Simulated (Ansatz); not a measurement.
Density of states of MgV2O6 (C2/m) above the conduction band minimum, PBEsol, rigid bands run with Ansatz (a quantum-chemistry and plane-wave program); cell volume 118.6 Å³.

```csv
energy from edge (eV),10⁻³ states/eV/cell
0.006,1240
0.031,2700
0.056,4100
0.081,4070
0.106,4810
0.131,5950
0.156,7080
0.181,7970
0.206,8480
0.231,8060
0.256,7620
0.281,7740
0.319,9430
0.344,9020
0.369,8690
0.394,7820
0.419,7650
0.444,7470
0.469,9610
0.494,10500
0.519,9370
0.544,4650
0.569,1260
0.594,0.00
```

### Question
What effective density of states at 300 K does this give (∫ g(E) exp(−E/k_BT) dE, both spins, divided by the cell's size)?

### Answer
5.0e20 cm⁻³, a density-of-states mass of 7.3 mₑ, valleys and band degeneracy included.

Spin-orbit coupling is left out. Geometry: cell and atoms relaxed with PBEsol.

Formula and space group known from diffraction (Crystallography Open Database), not checked to be the room-temperature form: MgV2O6 (C2/m). Treated as nonmagnetic, magnetic states not searched for: MgV2O6 (C2/m).
